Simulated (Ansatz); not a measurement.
The parent structure is TiO$_{2}$ in the anatase structure (space group I4_1/amd, No. 141; a = 3.770 Å, c = 9.552 Å).

Computed with Ansatz (a quantum-chemistry and plane-wave program), PBEsol, PAW, cutoff 420 eV, no SOC.

One change was made to it. Results:

| quantity | base | after |
|---|---|---|
| volume per atom | 11.31 Å³ | 11.01 Å³ |
| band gap | 2.11 eV | 2.06 eV |
| smallest direct gap | 2.44 eV | 2.46 eV |

**Question.** Which change produced these results?
A. pressure 0.7 GPa
B. pressure 5 GPa
C. pressure 10 GPa
D. pressure 1.5 GPa
E. pressure 0.3 GPa

**Answer.** B, pressure 5 GPa. For comparison, the volume per atom in the other runs: pressure 0.3 GPa gives 11.29 Å³; pressure 10 GPa gives 10.73 Å³; pressure 1.5 GPa gives 11.22 Å³; pressure 0.7 GPa gives 11.27 Å³.

Load acts through the strain it causes; cell and atoms are relaxed under it. No phonon test of stability was made. No other phases were tried under pressure. The base started in C2/c and relaxed to I4_1/amd at this level. All final runs are without spin polarisation.
